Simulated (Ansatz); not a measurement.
CrI3, pressure series

Take CrI$_{3}$ in the BiI3 type structure (space group R-3, No. 148; a = 6.8182 Å, c = 19.4777 Å (hexagonal axes); ferromagnetic; layered, stacked along the Cartesian z axis) as the base.

Cell and atoms are relaxed at each pressure.

The values are results of PBE-D3(BJ), PAW, 420 eV (Ansatz, a quantum-chemistry and plane-wave program; scalar-relativistic without spin-orbit coupling), not measurements.

Two rows of this table had their results exchanged by mistake.

```
pressure          volume per atom (Å³)  shortest distance (Å)  band gap
----------------  --------------------  ---------------------  --------
pressure 0.3 GPa                 32.12                  2.706   1.07 eV
pressure 0.7 GPa                 31.50                  2.701   1.04 eV
pressure 1.5 GPa                 27.71                  2.656   0.75 eV
pressure 3 GPa                   29.08                  2.675   0.87 eV
pressure 5 GPa                   30.49                  2.691   1.00 eV
pressure 7.5 GPa                 26.45                  2.635   0.63 eV
pressure 10 GPa                  25.45                  2.616   0.53 eV
```

### Question
Which two?

### Answer
The rows for pressure 1.5 GPa and pressure 5 GPa: the volume has to fall steadily with pressure, so 30.49 Å³ belongs to pressure 1.5 GPa and 27.71 Å³ to pressure 5 GPa.

Other magnetic orders, which the real material may have, were not ruled out. Spin-orbit coupling, missing from the scalar runs, can matter with I. Load acts through the strain it causes; cell and atoms are relaxed under it. Stability against distortions was not tested. No other phases were tried under pressure. The D3 term's C6 switches between coordination references near this geometry, which can add small steps to energies.
